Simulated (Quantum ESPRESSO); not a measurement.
Quantum ESPRESSO is run on Zn₆Ge₃La₂ (P-62m, 11 atoms in the cell), and the run fails. The aim is a self-consistent single point with DFT, PBEsol, plane waves, GBRV 1.5 ultrasoft (PBESOL) pseudopotentials.

Cell that was meant: a = 7.7088 Å, b = 7.7088 Å, c = 4.1496 Å, α = 90.00°, β = 90.00°, γ = 120.00°.

Part of the input:

```fortran
 celldm(1) = 14.5675211503,
 celldm(3) = 0.538293883075,
 nat = 11,
 ntyp = 4,
 ecutwfc = 50,
 ecutrho = 250,
 occupations = 'smearing',
```

Output (repeated stretches shortened):

```
     This program is part of the open-source Quantum ESPRESSO suite
     for quantum simulation of materials; please cite

 %%%%%%%%%%%%%%%%%%%%%%%%%%%%%%%%%%%%%%%%%%%%%%%%%%%%%%%%%%%%%%%%%%%%%%%%%%%%%%
     Error in routine  card_atomic_species (5010):
     cannot read atomic specie from: ATOMIC_POSITIONS crystal
 %%%%%%%%%%%%%%%%%%%%%%%%%%%%%%%%%%%%%%%%%%%%%%%%%%%%%%%%%%%%%%%%%%%%%%%%%%%%%%

     stopping ...
```

Problem. Read the log: what does the program object to, and what is the fix?

Solution. The fault is a species count that does not match the list of species. The number of species decides how many lines of the species card are read. To fix it, make the count match the list. The program stopped before any SCF iteration.

The sound input it was made from differs as follows (other fixes are possible):
```diff
- ntyp = 4,
+ ntyp = 3,
```

With that input, the run converged in 11 iterations: free energy E − TS -49140.6156 eV; Fermi level (on the code's own zero) 12.45 eV; pressure -3.90 GPa; largest force (vector length) 0.061 eV/Å (DFT, PBEsol, plane waves, GBRV 1.5 ultrasoft (PBESOL) pseudopotentials).

On the sound input: the starting cell comes from a database of published, mostly measured structures (it also holds non-ambient and calculated ones), without a prior relaxation at this level. With a pressure of about -4 GPa the cell is away from its equilibrium volume at this level. Without a gap this mesh is coarse (it stands for a supercell whose shortest vector is 12 Å).
